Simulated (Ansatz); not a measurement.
The starting structures come from a database of crystals and need not be the phases stable at ambient conditions.

Inside the gap of an insulator the Bloch states are evanescent, with a wavenumber k + iκ along the transport direction.

Consider the following.

```
CELL_PARAMETERS angstrom
      3.11844     0.00000     0.00000
     -1.55922     2.70065     0.00000
      1.55922     0.90022     6.33312
ATOMIC_POSITIONS crystal
  Ag 0.00000 0.00000 0.00000
  Rh 0.00000 0.50000 0.50000
  O  0.22605 0.11302 0.66093
  O  0.77395 0.88698 0.33907
```

Space group of this cell: R-3m. The cell is taken as given; by PBEsol its mean pressure is -10.2 GPa.

Transport runs along the normal of the first two printed cell vectors, the (001) plane of the conventional cell.

The gap is the functional's own, uncorrected, and κ follows it; spin-orbit coupling is left out. Mid-gap values are interpolated between the computed energies.

### Question
Compute, with Ansatz (a first-principles code) with PBEsol, the band gap and the smallest decay constant κ at mid-gap.

### Answer
Gap 0.37 eV on a 12×12×12 mesh; κ = 0.119 1/Å, at (0.333, 0.000) of the in-plane reciprocal vectors. At the zone centre, at the nearest computed energy, the slowest state has κ = 0.29 1/Å.
